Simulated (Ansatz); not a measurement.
A user runs Ansatz (a quantum-chemistry and plane-wave program) on Rb2LiInI6 (Fm-3m, 10 atoms in the cell) and asks whether the run is sound. The aim is a self-consistent single point with DFT, PBE, plane waves, default PAW files.

Cell that was meant: a = 7.8432 Å, b = 7.8432 Å, c = 7.8432 Å, α = 60.00°, β = 60.00°, γ = 60.00°.

Part of the input:

Ansatz 0.2 input:
```yaml
    - { symbol: I, position_ang: [5.546013, 8.309037, 5.546013] }
    - { symbol: I, position_ang: [5.546013, 5.546013, 2.782989] }
    - { symbol: I, position_ang: [5.546013, 5.546013, 8.309037] }
basis:
  ecutwfc: 125.0
kpoints:
  mp_grid:
    grid: [5, 5, 5]
```

Output, abridged:

```
   [... lines left out ...]
Symmetry: 48 space group operations
Space group: Fm-3m (ITA 225), of the structure as read, at distance tolerance 7.0e-5 Å
k-points: 10 of 125
Initial density: superposition of atomic densities (neutral atoms: chi_scale 0, normalization atom), corrected by the library's trained network
Initial wavefunctions: pseudopotential atomic-orbital guess
Eigensolver: davidson
Functional: x = pbe(κ = 0.804, μ = 0.2195149727645171), c = pbe(β = 0.06672455060314922)
SCF iter   1: F=—  HF=-56296.275820 eV  |F-HF|=—  |Δ(HF+E_count)|=         —  Δρ=4.40e-1  dr2=3.82e2  ethr=1.77e-3  ⟨swp⟩=6.0  Hψ=3466  notcnv=0  defer=19
all-band conjugate gradients solve this SCF's bands
preconditioner: auto → Resta (q_TF=auto, 2.341 Å⁻¹)
   [... lines left out ...]
SCF iter   7: F=—  HF=-56010.886484 eV  |F-HF|=—  |Δ(HF+E_count)|=   9.59e-5  S|Δr|=    0.00e0  Δρ=6.24e-5  dr2=1.92e-5  ethr=1.64e-7  ⟨swp⟩=2.0  Hψ=922  notcnv=0  defer=76
SCF iter   8: F=—  HF=-56010.886030 eV  |F-HF|=—  |Δ(HF+E_count)|=   4.54e-4  S|Δr|=    0.00e0  Δρ=2.75e-5  dr2=1.87e-6  ethr=1.41e-8  ⟨swp⟩=2.1  Hψ=1472  notcnv=0  defer=76
SCF iter   9: F=-56010.886031 eV  HF=-56010.886031 eV  |F-HF|=2.85e-8  |Δ(HF+E_count)|=   4.92e-7  S|Δr|=    0.00e0  Δρ=4.12e-6  dr2=9.50e-8  ethr=7.35e-11  ⟨swp⟩=11.3  Hψ=4020  notcnv=0
SCF 1 converged in 9 iterations: F = -56010.886031 eV  dr2 = 9.50e-8
Stability not checked (fill_not_monotonic)
Free energy (F): -56010.886031 eV
Internal energy: -56010.888151 eV  (E = F + TS)
E sigma→0 (E₀):  -56010.886738 eV
Entropy (-TS):   0.002120 eV (0.212 meV/atom)
Fermi energy:    3.529842 eV
--- Forces (eV/Å), atoms counted from 1 ---
  atom   1  Rb     0.00000000     0.00000000    -0.00000000
  atom   2  Rb    -0.00000000    -0.00000000    -0.00000000
  atom   3  Li     0.00000000     0.00000000     0.00000000
   [... lines left out ...]
  atom  10  I      0.00000000     0.00000000    -4.82328125
--- Stress (GPa, compression-positive) ---
       46.839822       0.000000       0.000000
        0.000000      46.839822      -0.000000
        0.000000      -0.000000      46.839822
  P = ⅓ Tr σ = 46.8398 GPa (468.398 kbar)
  The stress holds the Pulay correction. Without it, at fixed plane waves, as pw.x and ABINIT print it: P = -2094.2592 GPa
```

### Question
Can these results be used? Check the input.

### Answer
The run is not sound. The fault is a cutoff below the one recommended for the potentials. The typed value was used as it stands, so the basis is smaller than the one that the potentials were tested with. To fix it, leave the cutoff to the default or raise it, and check convergence. The run converged in 9 iterations without an error; against the sound input the free energy rises by 141 eV/atom, the pressure goes from 5.55 to 46.84 GPa, the largest force goes from 0.536 to 4.823 eV/Å and no clean gap remains on the mesh (levels overlap or are partly filled), against 0.58 eV before. At a fixed set of plane waves, without the program's Pulay estimate, the pressure is -2094.26 GPa against 5.53 GPa.

The sound input it was made from differs as follows (other fixes are possible):
```diff
-basis:
-  ecutwfc: 125.0
```

With that input, the run converged in 6 iterations: free energy E − TS (on the zero of these files) -57423.6879 eV; top of the valence band (on the code's own zero) 6.05 eV; gap on the k-point mesh 0.58 eV; pressure 5.55 GPa; largest force (vector length) 0.536 eV/Å (DFT, PBE, plane waves, default PAW files).

On the sound input: the starting cell was generated: these elements placed on a structure prototype, without a prior relaxation; it need not be a known phase or ordering of this composition. Its lattice was rescaled by a random factor within 2.5 % of one. Spin-orbit coupling is off. With a pressure of about 6 GPa the cell is away from its equilibrium volume at this level. Ansatz's pressure includes its estimate of the finite-basis (Pulay) stress.
